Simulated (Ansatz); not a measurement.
A self-consistent single point of a (110) slab of TiAl (cut from a parent of space group no. 221; 10 atoms in the cell) with Ansatz (a first-principles code).

Method of the run: PBEsol, default PAW files made with PBE (plane waves; Ansatz).

```xyz
10
Lattice="3.1632 0.0000 0.0000 0.0000 4.4734 0.0000 0.0000 0.0000 22.9468" Properties=species:S:1:pos:R:3 pbc="T T T"
Ti     0.0000     0.0000     7.0000
Al     1.5816     2.2367     7.0000
Ti     0.0000     2.2367     9.2367
Al     1.5816     0.0000     9.2367
Ti     0.0000     0.0000    11.4734
Al     1.5816     2.2367    11.4734
Ti     0.0000     2.2367    13.7101
Al     1.5816     0.0000    13.7101
Ti     0.0000     0.0000    15.9468
Al     1.5816     2.2367    15.9468
```

Reference input (self-consistent single point, DFT, PBEsol, plane waves, default PAW files made with PBE): basis.ecutwfc = 420 eV; kpoints.mp_grid.grid = 7 5 1; hamiltonian.xc = pbesol; hamiltonian.pseudopotentials = {kind: paw} (the program's default PAW files); scf.occupations.method = gaussian; scf.occupations.width = 0.1 eV. This run's input differs from it in these lines:

Ansatz 0.2 input:
```diff
@@ -18,3 +18,3 @@
 basis:
-  ecutwfc: 420.0
+  ecutwfc: 210.0
 kpoints:
```

Output (repeated stretches shortened):

```
SCF iter   1: F=—  HF=-14972.117936 eV  |F-HF|=—  |Δ(HF+E_count)|=         —  Δρ=4.23e-2  dr2=4.55e0  ethr=1.77e-3  ⟨swp⟩=7.8  Hψ=2533  notcnv=0
all-band conjugate gradients solve this SCF's bands
preconditioner: auto → LDOS
SCF iter   2: F=—  HF=-14971.217983 eV  |F-HF|=—  |Δ(HF+E_count)|=   9.00e-1  Δρ=3.79e-2  dr2=5.63e0  ethr=1.77e-3  ⟨swp⟩=4.0  Hψ=1499  notcnv=0  defer=20
   [... lines left out ...]
SCF iter   7: F=—  HF=-14970.135933 eV  |F-HF|=—  |Δ(HF+E_count)|=   4.25e-5  Δρ=5.72e-5  dr2=2.09e-5  ethr=4.67e-7  ⟨swp⟩=2.3  Hψ=786  notcnv=0  defer=18
SCF iter   8: F=—  HF=-14970.133863 eV  |F-HF|=—  |Δ(HF+E_count)|=   2.07e-3  Δρ=1.84e-5  dr2=1.10e-6  ethr=2.78e-8  ⟨swp⟩=2.8  Hψ=1123  notcnv=0  defer=18
SCF iter   9: F=—  HF=-14970.133866 eV  |F-HF|=—  |Δ(HF+E_count)|=   3.13e-6  Δρ=4.18e-6  dr2=1.80e-7  ethr=1.46e-9  ⟨swp⟩=2.6  Hψ=990  notcnv=0  defer=18
SCF iter  10: F=-14970.133866 eV  HF=-14970.133866 eV  |F-HF|=2.90e-9  |Δ(HF+E_count)|=   8.83e-8  Δρ=1.56e-6  dr2=1.21e-8  ethr=1.33e-10  ⟨swp⟩=13.6  Hψ=2610  notcnv=0
SCF 1 converged in 10 iterations: F = -14970.133866 eV  dr2 = 1.21e-8
Free energy (F): -14970.133866 eV
Internal energy: -14970.085595 eV  (E = F + TS)
E sigma→0 (E₀):  -14970.109731 eV
Entropy (-TS):   -0.048271 eV (-4.827 meV/atom)
Fermi energy:    3.448290 eV
--- Forces (eV/Å), atoms counted from 1 ---
  atom   1  Ti     0.00000000     0.00000000     0.63645217
  atom   2  Al     0.00000000     0.00000000    -0.48370911
  atom   3  Ti     0.00000000     0.00000000     0.12709070
  atom   4  Al     0.00000000     0.00000000    -0.12795348
  atom   5  Ti     0.00000000     0.00000000     0.00000000
  atom   6  Al     0.00000000     0.00000000     0.00000000
  atom   7  Ti     0.00000000     0.00000000    -0.12709070
  atom   8  Al     0.00000000     0.00000000     0.12795348
  atom   9  Ti     0.00000000     0.00000000    -0.63645217
  atom  10  Al     0.00000000     0.00000000     0.48370911
--- Stress (GPa, compression-positive) ---
       -2.176156       0.000000       0.000000
        0.000000      -3.354158       0.000000
        0.000000       0.000000      -0.351175
  P = ⅓ Tr σ = -1.9605 GPa (-19.605 kbar)
  The stress holds the Pulay correction. Without it, at fixed plane waves, as pw.x and ABINIT print it: P = -46.6625 GPa
```

The run converged in 10 iterations. Against the reference run the free energy rises by 2.17 eV/atom and the largest force goes from 0.449 to 0.636 eV/Å.

The starting cell comes from a database of computed structures (which also holds hypothetical and non-ambient phases and stackings), without a prior relaxation at this level. The slab is cut from that crystal, and its faces are unrelaxed. Its lattice was rescaled by up to half a per cent. Spin polarisation is off. The cutoff lies below the one recommended for these files.
